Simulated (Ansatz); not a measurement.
Start from SnS in the GeS type structure (space group Pnma, No. 62).

```
CELL_PARAMETERS angstrom
     11.15548     0.00000     0.00000
      0.00000     3.99991     0.00000
      0.00000     0.00000     4.26082
ATOMIC_POSITIONS crystal
  Sn 0.61842 0.75000 0.61176
  Sn 0.88158 0.25000 0.11176
  Sn 0.38158 0.25000 0.38824
  Sn 0.11842 0.75000 0.88824
  S  0.35287 0.75000 0.97526
  S  0.14713 0.25000 0.47526
  S  0.64713 0.25000 0.02474
  S  0.85287 0.75000 0.52474
```

Cartesian axes are those of the cell as printed.

All numbers come from PBE-D3(BJ) (Ansatz, a quantum-chemistry and plane-wave program, PAW, scalar-relativistic without spin-orbit coupling), earlier PAW set.

For the base:

* **Shortest interatomic distance**: 2.642 Å

It is then changed as follows: compressive biaxial strain of 0.42 % in the plane normal to [001], as in epitaxy on a mismatched substrate; the out-of-plane cell vector and the atoms relax.

Q: How does this affect the out-of-plane strain?

A: The out-of-plane strain is +0.58 %.

Q: Estimate the effect on the shortest interatomic distance.

A: The shortest interatomic distance is nearly the same (2.642 Å against 2.643 Å).

Whether these cells are dynamically stable was not tested.
